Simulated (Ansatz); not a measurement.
We consider CaZrN2 (R-3m, No. 166, 4 atoms in the cell; start mp-1029267), described by r²SCAN+rVV10 (PAW; Ansatz, a quantum-chemistry and plane-wave program).

Settings: plane-wave cutoff 560 eV, 12×12×12 k mesh, Fermi–Dirac smearing 0.01 eV, scalar-relativistic PAW data made under PBE.

Cell (relaxed at this level):

```
CaZrN2
1.0
    1.65146     0.95347     5.58197
   -1.65146     0.95347     5.58197
    0.00000    -1.90695     5.58197
Ca Zr N
1 1 2
Cartesian
  0.00000   0.00000   0.00000
  0.00000   0.00000   8.37295
  0.00000   0.00000   3.99305
  0.00000   0.00000  12.75286
```

Estimate the band gap, smallest direct gap on the k points sampled and direct gap at Γ that the calculation returns.


band gap: 0.80 eV
smallest direct gap on the k points sampled: 1.44 eV
direct gap at Γ: 3.02 eV

Spin–orbit coupling is not included.

The result took around 60 core-seconds (rough).

A start named mp-… is a Materials Project structure, which need not be a measured phase.
